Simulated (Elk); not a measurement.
Band structure of Cr₃Ge (Pm-3n, 8 atoms in the cell).

```
Cr3Ge
1.0
    4.54985     0.00000     0.00000
    0.00000     4.54985     0.00000
    0.00000     0.00000     4.54985
Cr Ge
6 2
Direct
  0.25000   0.00000   0.50000
  0.75000   0.00000   0.50000
  0.50000   0.75000   0.00000
  0.50000   0.25000   0.00000
  0.00000   0.50000   0.75000
  0.00000   0.50000   0.25000
  0.00000   0.00000   0.00000
  0.50000   0.50000   0.50000
```

Computed with PBEsol, all-electron FP-LAPW, Elk's shipped species files, APW+lo basis with extra local orbitals in Elk.

Settings: xctype = 22; rgkmax = 8; stype = 0; swidth = 0.00999582 Ha; ngridk = 5 5 5; gmaxvr = 14 1/bohr; nxlo = 2; lorbcnd = true; lmaxi = 3.

The starting cell comes from a database of computed structures (which also holds hypothetical and non-ambient phases and stackings), without a prior relaxation at this level. Its lattice was rescaled by a random factor within 2.5 % of one. Spin polarisation is off. Values depend on the basis (sphere radii, cutoffs, local orbitals), which need not be converged.

Levels in eV from the Fermi level, bands 52 to 59:
```
point     52     53     54     55     56     57     58     59
-----  -----  -----  -----  -----  -----  -----  -----  -----
Γ      -1.62  -1.20  -1.20   0.65   0.65   0.65   1.32   1.32
X      -1.80  -1.56  -1.56   0.03   0.03   0.57   0.57   0.88
M      -0.83  -0.83  -0.70  -0.70  -0.61  -0.44  -0.24  -0.13
R      -1.12  -1.12  -1.12  -1.07  -1.07  -1.07  -1.07   0.76
```

Bands cross the Fermi level along this path, so the cell is metallic at this level.
